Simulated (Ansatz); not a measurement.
## Ag, response to strain

Start from Ag in the fcc (Cu type) structure (space group Fm-3m, No. 225; a = 4.001 Å; relaxed with 0.1 eV smearing). Axes: x, y, z lie along the cube axes.

Strains are applied to the cell and any free atomic positions relax; under biaxial strain the out-of-plane vector relaxes too.

Level of theory: LDA (Ansatz, a quantum-chemistry and plane-wave program; PAW; 420 eV plane waves; no spin-orbit coupling).

Notes on the quantities. energy relative to the base: free energy F; in-plane stress: mean in-plane stress (compression positive).

| change | volume per atom | energy relative to the base | in-plane stress |
|---|---|---|---|
| base | 16.01 Å³ | 0 meV/atom | – |
| biaxial strain −2.50 %, plane normal [111], relaxed out of plane | 15.56 Å³ | +17 meV/atom | +7.1 GPa |
| biaxial strain −1.67 %, plane normal [111], relaxed out of plane | 15.71 Å³ | +7.1 meV/atom | +4.4 GPa |
| biaxial strain −0.83 %, plane normal [111], relaxed out of plane | 15.86 Å³ | +1.7 meV/atom | +2.1 GPa |
| biaxial strain +0.42 %, plane normal [111], relaxed out of plane | 16.09 Å³ | +0.4 meV/atom | -0.9 GPa |
| biaxial strain +0.83 %, plane normal [111], relaxed out of plane | 16.16 Å³ | +1.5 meV/atom | -1.8 GPa |
| biaxial strain +1.25 %, plane normal [111], relaxed out of plane | 16.23 Å³ | +3.4 meV/atom | -2.6 GPa |
| biaxial strain +1.67 %, plane normal [111], relaxed out of plane | 16.30 Å³ | +5.9 meV/atom | -3.4 GPa |
| biaxial strain +2.08 %, plane normal [111], relaxed out of plane | 16.37 Å³ | +8.9 meV/atom | -4.0 GPa |
| biaxial strain +2.50 %, plane normal [111], relaxed out of plane | 16.44 Å³ | +13 meV/atom | -4.6 GPa |

No phonon test of stability was made.
